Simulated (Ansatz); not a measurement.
SiC under load (space group P6_3mc), PBE with spin-orbit coupling, rigid bands in Ansatz (a quantum-chemistry and plane-wave program). Condition of this run: biaxial stress in the c plane of -15 GPa (compression positive) (the target of the relaxation). Band gap 2.35 eV, N_c = 3.00e19 cm⁻³ and N_v = 2.30e19 cm⁻³ at 300 K, conductivity masses along x (a = (3.16, 0.00, 0.00) Å; b = (-1.58, 2.74, 0.00) Å; c = (0.00, 0.00, 5.02) Å) of 0.250 mₑ (electrons) and 1.53 mₑ (holes). Take k_BT = 0.02585 eV.

Problem. A film of it is 2 nm thick, with its normal along the direction named. Estimate the confinement energies in an infinite well.

Solution. ħ²π²/(2m t²) = 0.376 eV·nm²/(m/mₑ × t²) gives 376 meV for electrons and 61.4 meV for holes, so the gap would widen to about 2.79 eV. Finite barriers and nonparabolic bands lower this, and with several valleys or bands the heaviest mass along the normal sets the lowest level, not this average.

Problem. Find the intrinsic carrier density and the intrinsic Fermi level.

Solution. n_i = √(N_c N_v) exp(−E_g/2k_BT) = 2.63e19 × exp(−45.45) = 4.8e-1 cm⁻³. The level lies (k_BT/2) ln(N_v/N_c) = -3 meV from mid-gap (positive towards the conduction band). Each 0.1 eV added to the gap lowers n_i by a factor of 6.9.

Problem. What thermal injection velocity √(2k_BT/πm) limits a ballistic channel along the direction named?

Solution. 1.08e7 cm/s for electrons and 4.35e6 cm/s for holes, a ratio of √(m_h/m_e) = 2.47, for dilute carriers.

Rigid bands with the computed gap; masses take one relaxation time for all states. Geometry: cell and atoms relaxed with PBEsol.
